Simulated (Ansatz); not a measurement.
The reference is Hf in the hcp (Mg type) structure (space group P6_3/mmc, No. 194; a = 3.117 Å, c = 4.950 Å; relaxed with 0.1 eV smearing). Axes: x lies along a and z along c of the hexagonal cell.

Calculations: Kohn–Sham DFT with the LDA functional, run in Ansatz (an electronic-structure program) with PAW and 420 eV plane waves, no spin-orbit coupling.

Base values:

```
Property                         Value
-----------------------------  -------
Pressure                       0.0 GPa
Shortest interatomic distance  3.060 Å
```

One thing is altered: the cell is compressed by 3.00 % along x with no lateral relaxation, atoms relaxed at fixed cell.

Q: What does the calculation give for the pressure, shortest interatomic distance, energy relative to the base and largest internal atomic displacement after the change?

A: The pressure (mean of the normal stresses, compression positive) goes from zero to 3.8 GPa; the shortest interatomic distance decreases by 0.036 Å to 3.024 Å; the energy rises by 12 meV/atom; the largest internal atomic displacement is 0.026 Å.

The cells carry an imposed strain or load. Stability against distortions was not tested. All final runs are without spin polarisation.
